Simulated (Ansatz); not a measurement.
**Variants of one calculation on H₂ (P1, 4 atoms in the cell)**

```
CELL_PARAMETERS angstrom
      2.62348    -2.56691     0.00000
      2.62348     2.56691     0.00000
      0.00000     0.00000     4.14182
ATOMIC_POSITIONS crystal
  H  0.94505 0.04613 0.06493
  H  0.05047 0.95008 0.93556
  H  0.55000 0.45665 0.56181
  H  0.45448 0.54714 0.43770
```

Base run A: HSE06, default PAW files made with PBE in Ansatz (a program for electronic structure), self-consistent single point.

Its settings: basis.ecutwfc = 420 eV; kpoints.mp_grid.grid = 5 5 4; hamiltonian.xc = hse06; hamiltonian.pseudopotentials = {kind: paw} (the program's default PAW files); scf.occupations.method = fixed.

The starting cell comes from a database of computed structures (which also holds hypothetical and non-ambient phases and stackings), without a prior relaxation at this level. Its atoms were displaced at random from the sites of space group no. 64. In the base run, forces exceed 1 eV/Å. Ansatz's pressure includes its estimate of the finite-basis (Pulay) stress. Another mesh or the band path of this cell gives a smaller gap, so this value is not converged in the mesh.

ΔF is the free energy per atom less that of run A. A dash stands where there is no value to compare (another energy zero or no entropy term, no result, no spin, no clean gap, or a mesh too coarse for one). Total energies depend on the potentials, the functional and any Hubbard or dispersion term, so they are compared only between runs that share all of them.

```json
[
 {"run": "A", "change": "base", "ΔF (meV/atom)": "0.00", "pressure (GPa)": "1.29", "largest force (eV/Å)": "1.798", "gap on the mesh (eV)": "11.097", "k-points": "51"},
 {"run": "B", "change": "hamiltonian.xc: hse06 → pbe0 [PBE0]", "ΔF (meV/atom)": "–", "pressure (GPa)": "1.30", "largest force (eV/Å)": "1.801", "gap on the mesh (eV)": "11.874", "k-points": "51"},
 {"run": "C", "change": "kpoints.mp_grid.grid: 5 5 4 → 4 4 3; kpoints.mp_grid.shift: default → 0.5 0.5 0.5", "ΔF (meV/atom)": "0.00", "pressure (GPa)": "1.29", "largest force (eV/Å)": "1.798", "gap on the mesh (eV)": "11.396", "k-points": "24"},
 {"run": "D", "change": "scf.convergence.dr2_threshold: default (1e-07 eV) → 1e-05 eV", "ΔF (meV/atom)": "0.00", "pressure (GPa)": "1.29", "largest force (eV/Å)": "1.798", "gap on the mesh (eV)": "11.097", "k-points": "51"},
 {"run": "E", "change": "scf.mixing.preconditioner: default (the program chose none) → resta; scf.mixing.eps_inf: default → 10", "ΔF (meV/atom)": "0.00", "pressure (GPa)": "1.29", "largest force (eV/Å)": "1.798", "gap on the mesh (eV)": "11.097", "k-points": "51"},
 {"run": "F", "change": "scf.mixing.algorithm: default (the program chose MSR1) → anderson; scf.mixing.beta: default → 1", "ΔF (meV/atom)": "0.00", "pressure (GPa)": "1.29", "largest force (eV/Å)": "1.798", "gap on the mesh (eV)": "11.097", "k-points": "51"}
]
```

Run C against A: The free energy stays essentially unchanged (within 1 meV/atom), the pressure stays at 1.29 GPa, the largest force stays at 1.798 eV/Å and the gap on the mesh goes from 11.097 to 11.40 eV.

Run B against A: The pressure hardly changes (1.29 to 1.30 GPa), the largest force hardly changes (1.798 to 1.801 eV/Å) and the gap on the mesh goes from 11.097 to 11.87 eV.

Run E against A: The free energy hardly moves (within 1 meV/atom), the pressure stays at 1.29 GPa, the largest force stays at 1.798 eV/Å and the gap on the mesh stays at 11.097 eV.

Left out of this page: 1 run of the series held back from this collection.

Keys are those of Ansatz 0.2.
